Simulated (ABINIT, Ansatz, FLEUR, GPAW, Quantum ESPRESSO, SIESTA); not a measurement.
# GaGe3 (P6_3/mmc, 8 atoms in the cell) computed with different codes at matched settings

Self-consistent single point, at a second geometry (lattice scaled by 0.98). First geometry:

```xyz
8
Lattice="5.9850 0.0000 0.0000 -2.9925 5.1832 0.0000 0.0000 0.0000 5.0350" Properties=species:S:1:pos:R:3 pbc="T T T"
Ga     2.9925     1.7277     1.2587
Ga     0.0000     3.4555     3.7762
Ge     1.4684     0.8478     3.7762
Ge     1.5241     4.3354     1.2587
Ge     0.0000     1.6956     1.2587
Ge     2.9925     3.4876     3.7762
Ge     4.5166     0.8478     3.7762
Ge    -1.5241     4.3354     1.2587
```

Shared settings, as Ansatz (an electronic-structure program) writes them: kpoints.mp_grid.grid = 3 3 4; scf.occupations.method = gaussian; scf.occupations.width = 0.0073 Ry. Potentials and cutoffs stand in the table.

```json
[
 {"code": "FLEUR", "model": "PBEsol, all-electron FLAPW (FLEUR), scalar-relativistic valence", "ΔF from the first geometry (meV/atom)": "–", "pressure (GPa)": "–", "largest force (eV/Å)": "0.377", "cutoff": "Kmax 3.9 1/bohr"},
 {"code": "ABINIT", "model": "PBEsol, norm-conserving pseudopotentials (PseudoDojo nc-sr-04 PBEsol standard)", "ΔF from the first geometry (meV/atom)": "-14.9", "pressure (GPa)": "-0.15", "largest force (eV/Å)": "0.345", "cutoff": "40 Ha"},
 {"code": "Ansatz", "model": "PBEsol, PAW files made with PBE", "ΔF from the first geometry (meV/atom)": "-15.2", "pressure (GPa)": "-0.23", "largest force (eV/Å)": "0.343", "cutoff": "30.9 Ry"},
 {"code": "Quantum ESPRESSO", "model": "PBEsol, PseudoDojo standard norm-conserving (PBESOL) pseudopotentials", "ΔF from the first geometry (meV/atom)": "-14.9", "pressure (GPa)": "-0.15", "largest force (eV/Å)": "0.345", "cutoff": "80 Ry"},
 {"code": "SIESTA", "model": "GGA PBEsol, numerical atomic orbitals DZP, PseudoDojo PBEsol standard norm-conserving potentials (rewritten from UPF to PSML)", "ΔF from the first geometry (meV/atom)": "7.9", "pressure (GPa)": "3.12", "largest force (eV/Å)": "0.434", "cutoff": "grid 350 Ry"},
 {"code": "GPAW", "model": "PBEsol, GPAW PAW datasets PBEsol (made by gpaw-setup)", "ΔF from the first geometry (meV/atom)": "-16.8", "pressure (GPa)": "-0.41", "largest force (eV/Å)": "0.346", "cutoff": "600 eV"}
]
```

A dash marks a value that a program does not give, or that is left out as unsure.

The spread over the programs that give each value: ΔF from the first geometry within 24.7 meV/atom; pressure within 3.53 GPa; largest force within 0.091 eV/Å.

SIESTA uses small atom-centred bases, whose incompleteness enters pressures, forces and empty levels differently from a plane-wave cutoff. FLEUR treats all electrons, but the usual bases taken here (sphere radii, linearisation, local orbitals, empty states) were not tested for convergence, so the values are no reference for the others. Ansatz's pressure is given at a fixed set of plane waves, as the other plane-wave codes print theirs; with its correction for the finite basis it is -0.19 GPa. In the pressure, SIESTA (by 3.31) lies more than 1 GPa from the median of the plane-wave programs. In the force vectors, SIESTA (by 0.089) lies more than 0.08 eV/Å from the median of the plane-wave programs.

The shared mesh is coarse (it stands for a supercell whose shortest vector is 18 Å), so the values are not converged in it.

The starting cell comes from a database of computed structures (which also holds hypothetical and non-ambient phases and stackings), without a prior relaxation at this level. For this run, on top of that: lattice scaled by 0.98.

Left out of this page: CP2K (unsound by tests on forces, stress, charge or solver warnings); Elk (not drawn, or without a comparable value).

Keys are those of Ansatz 0.2.
